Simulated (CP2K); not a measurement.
## CP2K run on PbSe (Fm-3m, 2 atoms in the cell): self-consistent single point

Method of the run: PBE, GPW, DZVP-MOLOPT-SR-GTH basis, GTH-PBE potentials (GTH_POTENTIALS) in CP2K.

The input file:

```
&GLOBAL
  PROJECT calc
  RUN_TYPE ENERGY_FORCE
  PRINT_LEVEL LOW
&END GLOBAL
&FORCE_EVAL
  METHOD Quickstep
  STRESS_TENSOR ANALYTICAL
  &DFT
    BASIS_SET_FILE_NAME BASIS_MOLOPT
    POTENTIAL_FILE_NAME GTH_POTENTIALS
    &QS
      METHOD GPW
      EPS_DEFAULT 1E-11
    &END QS
    &MGRID
      CUTOFF 400
      REL_CUTOFF 40
      NGRIDS 5
    &END MGRID
    &SCF
      SCF_GUESS ATOMIC
      EPS_SCF 1E-6
      MAX_SCF 100
      ADDED_MOS 4
      &DIAGONALIZATION
        ALGORITHM STANDARD
      &END DIAGONALIZATION
      &MIXING
        METHOD BROYDEN_MIXING
        ALPHA 0.3
        NBUFFER 12
        BETA 1.5
      &END MIXING
      &SMEAR ON
        METHOD FERMI_DIRAC
        ELECTRONIC_TEMPERATURE [K] 116.05
      &END SMEAR
    &END SCF
    &KPOINTS
      SCHEME MONKHORST-PACK 6 6 6
      GAMMA_CENTERED T
    &END KPOINTS
    &XC
      &XC_FUNCTIONAL PBE
      &END XC_FUNCTIONAL
    &END XC
    &PRINT
      &MO
        EIGENVALUES T
        OCCUPATION_NUMBERS T
        NDIGITS 8
        FILENAME mo
        &EACH
          QS_SCF 0
        &END EACH
        ADD_LAST NUMERIC
      &END MO
      &MULLIKEN OFF
      &END MULLIKEN
    &END PRINT
  &END DFT
  &SUBSYS
    &CELL
      ABC 4.32749400 4.32749336 4.32749398
      ALPHA_BETA_GAMMA 59.99999707 59.99999985 59.99999511
      PERIODIC XYZ
    &END CELL
    &COORD
      SCALED
      Pb       0.00000000     0.00000000     0.00000000
      Se       0.50000000     0.50000000     0.50000000
    &END COORD
    &KIND Pb
      BASIS_SET DZVP-MOLOPT-SR-GTH-q4
      POTENTIAL GTH-PBE-q4
    &END KIND
    &KIND Se
      BASIS_SET DZVP-MOLOPT-SR-GTH-q6
      POTENTIAL GTH-PBE-q6
    &END KIND
  &END SUBSYS
  &PRINT
    &FORCES ON
    &END FORCES
    &STRESS_TENSOR ON
    &END STRESS_TENSOR
  &END PRINT
&END FORCE_EVAL
```

Output (repeated stretches shortened):

```
 GLOBAL| Method name                                                        CP2K
 GLOBAL| Project name                                                       calc
 GLOBAL| Run type                                                   ENERGY_FORCE

 TOTAL NUMBERS AND MAXIMUM NUMBERS

  Total number of            - Atomic kinds:                                   2
                             - Atoms:                                          2
                             - Shell sets:                                     2
                             - Shells:                                        10
                             - Primitive Cartesian functions:                  9
                             - Cartesian basis functions:                     28
                             - Spherical basis functions:                     26

  Maximum angular momentum of- Orbital basis functions:                        2
                             - Local part of the GTH pseudopotential:          0
                             - Non-local part of the GTH pseudopotential:      4

 SCF PARAMETERS         Density guess:                                    ATOMIC
                        max_scf:                                             100
                        max_diis:                                              4
                        eps_scf:                                        1.00E-06
                        eps_diis:                                       1.00E-01
                        eps_eigval:                                     1.00E-05
                        level_shift [a.u.]:                             0.000000
                        added MOs                                         4    0
                        Mixing method:                            BROYDEN_MIXING
                                                charge density mixing in g-space
                        Smear method:                                FERMI_DIRAC
                        Electronic temperature [K]:                        116.0
                        Electronic temperature [a.u.]:                  3.68E-04
                        Accuracy threshold:                             1.00E-10
                        No outer SCF

 Extrapolation method: initial_guess

 Number of electrons:                                                         10
 Number of occupied orbitals:                                                  5
 Number of molecular orbitals:                                                 9

 Number of orbital functions:                                                 26
 Number of independent orbital functions:                                     26

 SCF WAVEFUNCTION OPTIMIZATION

  Step     Update method      Time    Convergence         Total energy    Change
     1 NoMix/Diag. 0.30E+00      -     0.42389595       -13.0571076763 -1.31E+01
     2 Broy./Diag. 0.30E+00      -     0.03593822       -12.7832166554  2.74E-01
     3 Broy./Diag. 0.30E+00      -     0.13814331       -12.9135235559 -1.30E-01
     4 Broy./Diag. 0.30E+00      -     0.01204891       -13.0883324385 -1.75E-01
     5 Broy./Diag. 0.30E+00      -     0.00811504       -13.0571318870  3.12E-02
     6 Broy./Diag. 0.30E+00      -     0.00146913       -13.0547186970  2.41E-03
     7 Broy./Diag. 0.30E+00      -     0.00093433       -13.0446828747  1.00E-02
     8 Broy./Diag. 0.30E+00      -     0.00028076       -13.0450102532 -3.27E-04
     9 Broy./Diag. 0.30E+00      -     0.00015749       -13.0446224939  3.88E-04
    10 Broy./Diag. 0.30E+00      -     0.00006177       -13.0448554487 -2.33E-04
    11 Broy./Diag. 0.30E+00      -     0.00001394       -13.0448972036 -4.18E-05
    12 Broy./Diag. 0.30E+00      -     0.00001190       -13.0448571175  4.01E-05
    13 Broy./Diag. 0.30E+00      -     0.00000067       -13.0448530402  4.08E-06

  *** SCF run converged in    13 steps ***

  Electronic density on regular grids:        -10.0000000000       -0.0000000000
  Core density on regular grids:                9.9999999997       -0.0000000003
  Total charge density on r-space grids:       -0.0000000003
  Total charge density g-space grids:          -0.0000000003

  Overlap energy of the core charge distribution:               0.00000000001292
  Self energy of the core charge distribution:                -27.22191227120158
  Core Hamiltonian energy:                                      5.93378597220110
  Hartree energy:                                              11.31957140518349
  Exchange-correlation energy:                                 -3.07629814639377
  Electronic entropic energy:                                  -0.00000000005174
  Fermi energy:                                                 0.15152687011106

  Total energy:                                               -13.04485304024958
  Total energy (extrapolated to T->0):                        -13.04485304022370

 ENERGY| Total FORCE_EVAL ( QS ) energy [hartree]            -13.044843637493658

 FORCES| Atomic forces [hartree/bohr]
 FORCES|   Atom     x               y               z               |f|
 FORCES|      1  7.48672789E-16  2.92668400E-15  2.19508498E-15   3.73421855E-15
 FORCES|      2 -6.55327829E-16 -3.47608100E-15  3.01564425E-15   4.64830119E-15
 FORCES| Sum     9.33449604E-17 -5.49397008E-16  5.21072923E-15
 FORCES| Total atomic force                                       5.24044363E-15

 STRESS| Analytical stress tensor [bar]
 STRESS|                        x                   y                   z
 STRESS|      x        2.27670769534E+04   4.89090422442E-03   3.46647428020E-03
 STRESS|      y        4.89090422442E-03   2.27671978954E+04   1.38402745566E-02
 STRESS|      z        3.46647428020E-03   1.38402745566E-02   2.27670973484E+04
 STRESS| 1/3 Trace                                             2.27671240657E+04
```

The run converged in 13 iterations.

The starting cell has typed, rounded lattice constants, without a prior relaxation at this level. Values carry the incompleteness of an atom-centred basis.
